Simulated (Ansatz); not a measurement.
**TiO2, response to strain**

The parent structure is TiO₂ in the anatase structure (space group I4_1/amd, No. 141; a = 3.770 Å, c = 9.552 Å). Axes: x, y, z lie along a, b, c of the conventional cell.

Strains are applied to the cell and any free atomic positions relax.

Computed with plane-wave PAW DFT at the PBEsol level (Ansatz, an electronic-structure program, 420 eV), no spin-orbit coupling.

Notes on the quantities. energy relative to the base: free energy F.

```json
[
 {"variant": "base", "band gap": "2.11 eV", "largest internal atomic displacement": "–", "energy relative to the base": "0 meV/atom", "volume per atom": "11.31 Å³"},
 {"variant": "uniaxial strain ε_zz = −3.00 %", "band gap": "2.01 eV", "largest internal atomic displacement": "0.037 Å", "energy relative to the base": "+6.3 meV/atom", "volume per atom": "10.97 Å³"},
 {"variant": "uniaxial strain ε_zz = −2.40 %", "band gap": "2.03 eV", "largest internal atomic displacement": "0.029 Å", "energy relative to the base": "+4.0 meV/atom", "volume per atom": "11.04 Å³"},
 {"variant": "uniaxial strain ε_zz = −1.80 %", "band gap": "2.05 eV", "largest internal atomic displacement": "0.022 Å", "energy relative to the base": "+2.3 meV/atom", "volume per atom": "11.11 Å³"},
 {"variant": "uniaxial strain ε_zz = −1.20 %", "band gap": "(withheld)", "largest internal atomic displacement": "(withheld)", "energy relative to the base": "(withheld)", "volume per atom": "11.18 Å³"},
 {"variant": "uniaxial strain ε_zz = −0.60 %", "band gap": "2.09 eV", "largest internal atomic displacement": "–", "energy relative to the base": "+0.2 meV/atom", "volume per atom": "11.24 Å³"}
]
```

Question: Some entries are withheld; estimate them.

Answer: 
- uniaxial strain ε_zz = −1.20 %, band gap: 2.07 eV
- uniaxial strain ε_zz = −1.20 %, largest internal atomic displacement: 0.014 Å
- uniaxial strain ε_zz = −1.20 %, energy relative to the base: +1.0 meV/atom

Whether these cells are dynamically stable was not tested. All final runs are without spin polarisation.
